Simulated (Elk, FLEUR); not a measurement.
An Elk input for a self-consistent single point of InO (P6_3mc, 4 atoms in the cell) (DFT, LDA (PW92), all-electron FP-LAPW, Elk's shipped species files, APW+lo basis with extra local orbitals):

```
tasks
  0

tforce
  .true.

rgkmax
  7.5

gmaxvr
  18.0

lmaxapw
  10

lmaxo
  8

nxlo
  2

lorbcnd
  .true.

lradstp
  2

nrmtscf
  2.0

rmtscf
  0.91

lmaxi
  4

swidth
  0.00367493

maxscl
  100

scale
  6.972768675

avec
    1.0000000000   -0.0000000176    0.0000000000
   -0.4999999848    0.8660254126    0.0000000000
    0.0000000000    0.0000000000    1.6494173278

atoms
  2
  'In.in'
  2
  0.3333333333  0.6666666667  0.0007500000    0.0 0.0 0.0
  0.6666666667  0.3333333333  0.5007500000    0.0 0.0 0.0
  'O.in'
  2
  0.3333333333  0.6666666667  0.3742600000    0.0 0.0 0.0
  0.6666666667  0.3333333333  0.8742600000    0.0 0.0 0.0

ngridk
  10 10 6
```

Problem. Give the FLEUR input for the same structure, mesh, smearing and functional.

Solution. One input that does it (others would too):

Input of the input generator:

```
InO FLAPW
&input film=f /
6.9727686749 -0.0000001226 0.0000000000
-3.4863842312 6.0385948685 0.0000000000
0.0000000000 0.0000000000 11.5010054753
1.0
1.0 1.0 1.0

4
49 0.3333333333 0.6666666667 0.0007500000
49 0.6666666667 0.3333333333 0.5007500000
8 0.3333333333 0.6666666667 0.3742600000
8 0.6666666667 0.3333333333 0.8742600000

&comp jspins=1 /
&exco xctyp='pz' /
&kpt div1=10 div2=10 div3=6 gamma=t /
&end /
```

```xml
<?xml version="1.0" encoding="UTF-8" standalone="no"?>
<fleurInput fleurInputVersion="0.39">
   <comment>
      InO FLAPW                                                                                           
   </comment>
   <calculationSetup>
      <cutoffs Kmax="4.3" Gmax="17.2" GmaxXC="17.2" numbands="0"/>
      <scfLoop itmax="80" minDistance="0.00001" maxIterBroyd="15" imix="Anderson" alpha="0.05" precondParam="0.0" spinf="2.0"/>
      <coreElectrons ctail="T" frcor="F" kcrel="0" coretail_lmax="0"/>
      <xcFunctional name="pz" relativisticCorrections="F"/>
      <magnetism jspins="1"/>
      <soc l_soc="F" theta="0.0" phi="0.0" spav="F"/>
      <expertModes spex="0" secvar="F"/>
      <geometryOptimization l_f="T" forcealpha="1.0" forcemix="BFGS" epsdisp="0.00001" epsforce="0.00001"/>
      <ldaU l_linMix="F" mixParam="0.05" spinf="1.0"/>
   </calculationSetup>
   <cell>
      <bzIntegration valenceElectrons="38.0" mode="hist" fermiSmearingEnergy="0.00367493">
         <kPointListSelection listName="default-1"/>
         <!-- k-points included here -->
         <xi:include xmlns:xi="http://www.w3.org/2001/XInclude" href="kpts.xml"> </xi:include>
      </bzIntegration>
      <!-- symmetry operations included here -->
      <xi:include xmlns:xi="http://www.w3.org/2001/XInclude" href="sym.xml"> </xi:include>
      <bulkLattice scale="1.0">
         <bravaisMatrix>
            <row-1>    6.9727686749000002    -0.0000001226000000     0.0000000000000000</row-1>
            <row-2>   -3.4863842312000002     6.0385948684999997     0.0000000000000000</row-2>
            <row-3>    0.0000000000000000     0.0000000000000000    11.5010054752999995</row-3>
         </bravaisMatrix>
      </bulkLattice>
   </cell>
   <atomSpecies>
      <species name="Indium (In)" element="In" atomicNumber="49">
         <mtSphere radius="2.50" gridPoints="883" logIncrement="0.015"/>
         <atomicCutoffs lmax="10" lnonsphr="8"/>
         <electronConfig flipSpins="F">
            <coreConfig>(1s1/2) (2s1/2) (2p1/2) (2p3/2) (3s1/2) (3p1/2) (3p3/2) (4s1/2) (3d3/2) (3d5/2) (4p1/2) (4p3/2)</coreConfig>
            <valenceConfig>(5s1/2) (4d3/2) (4d5/2) (5p1/2) (5p3/2)</valenceConfig>
            <stateOccupation state="(5p1/2)" spinUp="0.1666666666667" spinDown="0.1666666666667"/>
            <stateOccupation state="(5p3/2)" spinUp="0.3333333333333" spinDown="0.3333333333333"/>
         </electronConfig>
         <energyParameters s="5" p="5" d="5" f="4"/>
         <lo type="SCLO" l="2" n="4" eDeriv="0"/>
      </species>
      <species name="Oxygen (O)" element="O" atomicNumber="8">
         <mtSphere radius="1.41" gridPoints="499" logIncrement="0.021"/>
         <atomicCutoffs lmax="6" lnonsphr="4"/>
         <electronConfig flipSpins="F">
            <coreConfig>(1s1/2)</coreConfig>
            <valenceConfig>(2s1/2) (2p1/2) (2p3/2)</valenceConfig>
            <stateOccupation state="(2p1/2)" spinUp="0.6666666666667" spinDown="0.6666666666667"/>
            <stateOccupation state="(2p3/2)" spinUp="1.3333333333333" spinDown="1.3333333333333"/>
         </electronConfig>
         <energyParameters s="2" p="2" d="3" f="4"/>
      </species>
   </atomSpecies>
   <atomGroups>
      <atomGroup species="Indium (In)">
         <relPos label="                   1">1.000/3.000 -1.000/3.000 .0007500000</relPos>
         <relPos label="                   2">-1.000/3.000 1.000/3.000 -.4992500000</relPos>
         <force calculate="T" relaxXYZ="TTT"/>
      </atomGroup>
      <atomGroup species="Oxygen (O)">
         <relPos label="                   3">1.000/3.000 -1.000/3.000 .3742600000</relPos>
         <relPos label="                   4">-1.000/3.000 1.000/3.000 -.1257400000</relPos>
         <force calculate="T" relaxXYZ="TTT"/>
      </atomGroup>
   </atomGroups>
   <output dos="F" band="F" slice="F">
      <checks vchk="F" cdinf="F"/>
      <bandDOS minEnergy="-.5*Htr" maxEnergy="0.5*Htr" sigma="0.015" storeEVData="T"/>
      <vacuumDOS vacdos="F" integ="F" star="F" nstars="0" locx1="0.0" locy1="0.0" locx2="0.0" locy2="0.0" nstm="0" tworkf="0.0"/>
      <unfoldingBand unfoldBand="F" supercellX="1" supercellY="1" supercellZ="1"/>
      <plotting iplot="0" polar="F">
         <plot TwoD="T" vec1="  1.0  0.0  0.0" vec2="  0.0  1.0  0.0" vec3="  0.0  0.0  1.0" zero="  0.0  0.0  0.0" file="plot"/>
      </plotting>
      <chargeDensitySlicing numkpt="0" minEigenval="0.0" maxEigenval="0.0" nnne="0" pallst="F"/>
      <specialOutput eonly="F"/>
      <magneticCircularDichroism mcd="F" energyLo="-10.0" energyUp="0.0"/>
   </output>
  <!-- We include the file relax.xml here to enable relaxations (see documentation) -->
  <xi:include xmlns:xi="http://www.w3.org/2001/XInclude" href="relax.xml"> <xi:fallback/> </xi:include>
</fleurInput>
```

Basis, cutoffs, solver keys and any potentials are the target program's own. This input uses DFT, LDA (Perdew-Zunger), all-electron FLAPW (FLEUR), scalar-relativistic valence. LDA parametrisations can differ slightly between programs.

The starting cell comes from a database of computed structures (which also holds hypothetical and non-ambient phases and stackings), without a prior relaxation at this level.
